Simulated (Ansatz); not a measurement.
The parent structure is PbS in the rock salt structure (space group Fm-3m, No. 225).

```
PbS
1.0
    0.00000     2.98736     2.98736
    2.98736     0.00000     2.98736
    2.98736     2.98736     0.00000
Pb S
1 1
Cartesian
  0.00000   0.00000   0.00000
  2.98736   2.98736   2.98736
```

Cartesian axes are those of the cell as printed.

The values are results of Kohn–Sham DFT with the r2SCAN functional, run in Ansatz (a program for electronic structure) with PAW and 500 eV plane waves, spin-orbit coupling left out, not measurements.

Base values:

| Quantity | Value |
|---|---|
| Pressure | -0.01 GPa |
| Smallest direct gap | 0.69 eV |
| Volume per atom | 26.66 Å³ |

The change: biaxial strain −0.42 %, plane normal [111], relaxed out of plane (Cartesian); in-plane vectors clamped, the third vector and the atoms free.

### Question
What happens to the pressure?

### Answer
The pressure (mean of the normal stresses, compression positive) grows by 0.24 GPa, from -0.01 GPa to 0.23 GPa.

### Question
How does this affect the smallest direct gap?

### Answer
The smallest direct gap shrinks by 0.02 eV to 0.67 eV.

### Question
What does the calculation give for the volume per atom after the change?

### Answer
The volume per atom falls by 0.11 Å³, from 26.66 Å³ to 26.55 Å³.

With Pb present, leaving out spin-orbit coupling can change the band edges. Stability against distortions was not tested.
